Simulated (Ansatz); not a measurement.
The reference is CdSe in the zinc blende structure (space group F-43m, No. 216; a = 6.1964 Å). Axes: x, y, z lie along the cube axes.

Calculations: PBE/PAW in Ansatz (an electronic-structure program), spin-orbit coupling left out, earlier PAW set.

Perturbation: an isotropic linear strain of +1.24 %, atoms relaxed at fixed cell.

**Question.** Predict the stress tensor and what it implies for the stiffness.

**Answer.** Stress of the strained cell less that of the base (GPa, compression positive):
```
  -1.52    0.00    0.00
   0.00   -1.52    0.00
   0.00    0.00   -1.52
```

Then B = −ΔP/(ΔV/V₀) with ΔV/V₀ = 0.0377 gives secant stiffness values (nonlinear terms included at this strain): B ≈ 40 GPa.

As a check, the harmonic strain energy −½ V₀ Δσ:ε is 5.2 meV/atom; the computed energy rise is 5.5 meV/atom.

Stability against distortions was not tested.
